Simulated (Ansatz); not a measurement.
Consider the following.

```
GaN
1.0
    3.14446     0.00000     0.00000
    1.57223     2.72318     0.00000
    0.00000     0.00000     5.21389
Ga N
2 2
Cartesian
  3.14446   1.81546  -0.00279
  1.57223   0.90773   2.60415
  3.14446   1.81546   3.26252
  1.57223   0.90773   0.65557
```

No spin polarisation.

Calculations: r2SCAN/PAW in Ansatz (a program for electronic structure), spin-orbit coupling left out, earlier PAW set. Settings: 12×12×7 k-points, 0.05 eV Fermi–Dirac smearing.

Predict the valence-band top at Γ, band gap, pressure and space group.

The valence-band top at Γ (three highest levels, from the VBM) is 0.00, 0.00, -0.16 eV and the band gap is 2.40 eV. The pressure (mean of the normal stresses, compression positive) comes out as 3.83 GPa and the space group is P6_3mc (No. 186).

The cells carry an imposed strain or load. Whether these cells are dynamically stable was not tested. The cell was made from GaN in the wurtzite structure (space group P6_3mc, No. 186) by this change: biaxial strain −1.22 %, plane normal [001], relaxed out of plane.
